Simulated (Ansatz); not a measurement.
Consider HfSi₂ (space group Cmcm, No. 63; a = 3.650 Å, b = 14.350 Å, c = 3.635 Å).

All numbers come from PBEsol in Ansatz (plane waves to 420 eV, PAW, no spin-orbit coupling).

For the base:

* **Shortest interatomic distance**: 2.412 Å
* **Band gap**: zero

Modification: cell and atoms relaxed at a pressure of 15 GPa.

Problem. What happens to the shortest interatomic distance?

Solution. The shortest interatomic distance shrinks by 0.034 Å, from 2.412 Å to 2.378 Å.

Problem. What happens to the band gap?

Solution. The band gap stays zero.

Load acts through the strain it causes; cell and atoms are relaxed under it. No phonon test of stability was made. Competing high-pressure phases were not computed. The final runs are not spin-polarised.

Ansatz is a program for electronic structure.
